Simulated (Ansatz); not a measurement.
# A computed series for TiC: response to strain

The reference is TiC in the rock salt structure (space group Fm-3m, No. 225; a = 4.328 Å; relaxed with 0.1 eV smearing). Axes: x, y, z lie along the cube axes.

Strains are applied to the cell and any free atomic positions relax; under biaxial strain the out-of-plane vector relaxes too.

Calculations: DFT with r2SCAN, PAW potentials and a 500 eV plane-wave cutoff in Ansatz (a program for electronic structure), without spin-orbit coupling.

Notes on the quantities. energy relative to the base: free energy F.

| biaxial strain, plane normal [001], relaxed out of plane (%) | energy relative to the base (meV/atom) |
|---|---|
| 0 | 0.0 |
| 0.5 | 0.9 |
| 1 | 3.6 |
| 1.5 | 8.0 |
| 2 | ? |
| 2.5 | 21.6 |
| 3 | 30.6 |

Task: Fit ΔE = Aε² + Bε³ (ε in %) to the rows shown and predict the withheld row.

Result: Least squares on the printed values gives A = 3.72 and B = -0.10 meV/atom (largest residual 0.0 meV/atom); this predicts 14.0 meV/atom, and the run gives 14.1 meV/atom, in agreement.

Stability against distortions was not tested. All final runs are without spin polarisation.
